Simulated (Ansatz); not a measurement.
**PBE against PBEsol: hypothetical cubic perovskite CaHfSe3, pressure 3 GPa**

Take CaHfSe3 in the cubic perovskite structure (space group Pm-3m, No. 221; a = 5.189 Å; a hypothetical phase, not in the database extracts checked) as the base.

(Cell as relaxed with PBE.)

Levels (all Ansatz, an electronic-structure program, PAW): PBE (420 eV, no SOC); PBEsol (420 eV, no spin-orbit coupling).

Each level relaxes its own structure.

| base | PBE | PBEsol |
|---|---|---|
| volume per atom | 27.94 Å³ | 26.89 Å³ |
| lattice parameter a | 5.189 Å | 5.123 Å |
| band gap | 0.23 eV | 0.08 eV |

Modification: a hydrostatic pressure of 3 GPa.

```json
[
 {"quantity": "band gap", "PBE": "0.14 eV", "PBEsol": "[?]"},
 {"quantity": "shortest interatomic distance", "PBE": "2.557 Å", "PBEsol": "[?]"}
]
```

**Question.** What does PBEsol give?

**Answer.** 
- band gap, PBEsol: zero
- shortest interatomic distance, PBEsol: 2.527 Å

They disagree on the band gap; PBE's shortest interatomic distance lies 0.030 Å above PBEsol's (1.2 %). Neither level is exact; PBEsol is the comparison here, not a measurement.

With Hf present, leaving out spin-orbit coupling can change the band edges. Load acts through the strain it causes; cell and atoms are relaxed under it. Whether these cells are dynamically stable was not tested. All final runs are without spin polarisation. Many cubic perovskites are stable only at high temperature; tilts and polar distortions were not tested. The zero or small gap of CaHfSe3 can change with the level of theory.
